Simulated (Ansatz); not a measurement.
Consider MoSi$_{2}$ (space group I4/mmm, No. 139; relaxed with 0.1 eV smearing).

```
MoSi2
1.0
   -1.59504     1.59504     3.91100
    1.59504    -1.59504     3.91100
    1.59504     1.59504    -3.91100
Si Mo
2 1
Cartesian
  0.00000   0.00000   5.20123
  0.00000   0.00000   2.62078
  0.00000   0.00000   0.00000
```

Cartesian axes are those of the cell as printed.

Calculations: PBEsol (Ansatz, a program for electronic structure), without spin-orbit coupling.

The change: uniaxial strain ε_zz = +2.50 %, all other strain components held at zero, atoms relaxed at fixed cell.

Task: Predict the stress tensor and what it implies for the stiffness.

Result: Stress of the strained cell less that of the base (GPa, compression positive):
```
   -2.2     0.0     0.0
    0.0    -2.2     0.0
    0.0     0.0   -11.5
```

Then −Δσ_ii/ε with ε = 0.0250 gives secant stiffness values (nonlinear terms included at this strain): C33 ≈ 461 GPa, C13 ≈ 90 GPa and C23 ≈ 90 GPa.

As a check, the harmonic strain energy −½ V₀ Δσ:ε is 12 meV/atom; the computed energy rise is 12 meV/atom.

No phonon test of stability was made. All final runs are without spin polarisation.
